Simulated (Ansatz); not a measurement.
## Response to strain in hypothetical rock salt BAs

Base system: BAs in the rock salt structure (space group Fm-3m, No. 225; a = 4.569 Å; a hypothetical phase, not in the database extracts checked; relaxed with 0.1 eV smearing). Axes: x, y, z lie along the cube axes.

Strains are applied to the cell and any free atomic positions relax; under biaxial strain the out-of-plane vector relaxes too; under stress the whole cell relaxes.

All numbers come from plane-wave PAW DFT at the PBEsol level (Ansatz, an electronic-structure program, 420 eV), scalar-relativistic without spin-orbit coupling.

Notes on the quantities. energy relative to the base: free energy F.

| case | shortest interatomic distance | space group | energy relative to the base |
|---|---|---|---|
| base | 2.284 Å | Fm-3m (No. 225) | 0 meV/atom |
| biaxial strain +2.14 %, plane normal [001], relaxed out of plane | 2.250 Å | I4/mmm (No. 139) | +8.4 meV/atom |
| biaxial strain +1.08 %, plane normal [110], relaxed out of plane | 2.287 Å | Immm (No. 71) | +2.1 meV/atom |
| biaxial strain +1.80 %, plane normal [110], relaxed out of plane | 2.290 Å | Immm (No. 71) | +6.0 meV/atom |
| biaxial strain +0.84 %, plane normal [111], relaxed out of plane | 2.291 Å | R-3m (No. 166) | +1.2 meV/atom |
| isotropic strain −3.82 % | 2.197 Å | Fm-3m (No. 225) | +79 meV/atom |
| uniaxial strain ε_zz = +1.24 % | 2.284 Å | I4/mmm (No. 139) | +1.2 meV/atom |
| tensor shear ε_xz = +3.69 % | 2.284 Å | Immm (No. 71) | +13 meV/atom |
| uniaxial stress, 5 GPa compression along z | 2.231 Å | I4/mmm (No. 139) | +4.1 meV/atom |
| uniaxial stress, 2 GPa compression along x | (withheld) | I4/mmm (No. 139) | (withheld) |

Problem. Some entries are withheld; estimate them.

Solution. 
- uniaxial stress, 2 GPa compression along x, shortest interatomic distance: 2.261 Å
- uniaxial stress, 2 GPa compression along x, energy relative to the base: +0.7 meV/atom

A biaxial case was relaxed in a doubled cell and then solved in the primitive one. Beyond what the load breaks, stability against distortions was not tested. All final runs are without spin polarisation.
